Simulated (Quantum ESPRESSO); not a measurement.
Troubleshooting Quantum ESPRESSO: a failed run on NbP₂ (C2/m, 6 atoms in the cell). The aim is a self-consistent single point with DFT, PBEsol, plane waves, GBRV 1.5 ultrasoft (PBESOL) pseudopotentials.

Input as run:

```fortran
&CONTROL
   calculation = 'scf',
   prefix = 'pwscf',
   outdir = './tmp',
   pseudo_dir = './',
   tprnfor = .true.,
   tstress = .true.,
/
&SYSTEM
   ibrav = 0,
   nat = 6,
   ntyp = 2,
   ecutwfc = 40,
   ecutrho = 320,
   occupations = 'smearing',
   smearing = 'gaussian',
   degauss = 0.0147,
   celldm(1) = 9.162711,
/
&ELECTRONS
   conv_thr = 1e-10,
   mixing_beta = 0.5,
/
ATOMIC_SPECIES
Nb    92.9064  nb_pbesol_v1.uspp.F.UPF
P     30.9738  p_pbesol_v1.5.uspp.F.UPF
ATOMIC_POSITIONS {angstrom}
Nb    4.6284998083    0.0000000000    5.4106641139
Nb    0.6954251917    0.0000000000    1.3625718861
P     2.0342477897    0.0000000000    6.1062077187
P     3.2896772103    0.0000000000    0.6670282813
P    -0.7762677414    0.0000000000    3.5653636980
P     6.1001927414    0.0000000000    3.2078723020
K_POINTS {automatic}
7 7 3  0 0 0
CELL_PARAMETERS {angstrom}
   4.5448790000    -1.6893620000     0.0000000000
   4.5448790000     1.6893620000     0.0000000000
  -3.7658330000     0.0000000000     6.7732360000
```

Output, abridged:

```
 %%%%%%%%%%%%%%%%%%%%%%%%%%%%%%%%%%%%%%%%%%%%%%%%%%%%%%%%%%%%%%%%%%%%%%%%%%%%%%
     Error in routine cell_base_init (2):
     lattice parameter specified twice
 %%%%%%%%%%%%%%%%%%%%%%%%%%%%%%%%%%%%%%%%%%%%%%%%%%%%%%%%%%%%%%%%%%%%%%%%%%%%%%

     stopping ...
```

Question: Read the log: what does the program object to, and what is the fix?

Answer: The fault is the cell or its scale given twice. Two definitions of the lattice conflict. To fix it, keep one definition. The program stopped before any SCF iteration.

An input that runs soundly differs in these lines (not the only fix; some lines may just follow from the change or write a value another way):
```diff
-   celldm(1) = 9.162711,
```

With that input, the run converged in 13 iterations: free energy E − TS -4055.6253 eV; Fermi level (on the code's own zero) 11.61 eV; pressure -14.39 GPa; largest force (vector length) 0.323 eV/Å (DFT, PBEsol, plane waves, GBRV 1.5 ultrasoft (PBESOL) pseudopotentials).

On the sound input: the starting cell comes from a database of computed structures (which also holds hypothetical and non-ambient phases and stackings), without a prior relaxation at this level. Its lattice was rescaled by a random factor within 2.5 % of one. Spin polarisation is off. With a pressure of about -14 GPa the cell is away from its equilibrium volume at this level.
